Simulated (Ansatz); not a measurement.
Candidates (primitive cells; geometry: cell and atoms relaxed with PBEsol):
A. Si (Fd-3m), a = 3.8422 Å, b = 3.8422 Å, c = 3.8422 Å, α = 60.00°, β = 60.00°, γ = 60.00°
B. MgO (Fm-3m), a = b = c = 2.9798 Å, α = β = γ = 60.00°
C. AlP (F-43m), a = 3.8683 Å, b = 3.8683 Å, c = 3.8683 Å, α = 60.00°, β = 60.00°, γ = 60.00°

Put the candidates in order of Seebeck coefficient, p-type 1e19 cm⁻³, lowest first, for HSE06, rigid bands in Ansatz (a first-principles code).

A (316 μV/K), C (398 μV/K), B (498 μV/K)

Seebeck coefficients are for the stated density at 300 K, with one relaxation time for all states and whether or not that doping can be reached. Spin-orbit coupling is left out.
